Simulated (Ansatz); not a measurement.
Consider the following.

```xyz
3
Lattice="4.4479 0.0000 0.0000 -2.2240 3.8520 0.0000 0.0000 0.0000 5.6785" Properties=species:S:1:pos:R:3 pbc="T T T"
Te     1.2256     0.0000     1.8928
Te    -0.6128     1.0614     3.7856
Te     1.6112     2.7907     0.0000
```

No spin polarisation.

Level of theory: r2SCAN in Ansatz (plane waves to 500 eV, PAW, no SOC). Γ-centred 8×8×6 mesh, Fermi–Dirac width 0.05 eV.

Q: Predict the pressure and space group.

A: 
- Pressure (mean of the normal stresses, compression positive) = 3.32 GPa
- Space group = P3_121 (No. 152)

The cells carry an imposed strain or load. Stability against distortions was not tested. The cell was made from Te (space group P3_121, No. 152; made of chains) by this change: isotropic strain −3.81 %. No dispersion term is included, though the crystal is made of layers, chains or molecules, so its spacings can come out too wide.

Ansatz is an electronic-structure program.
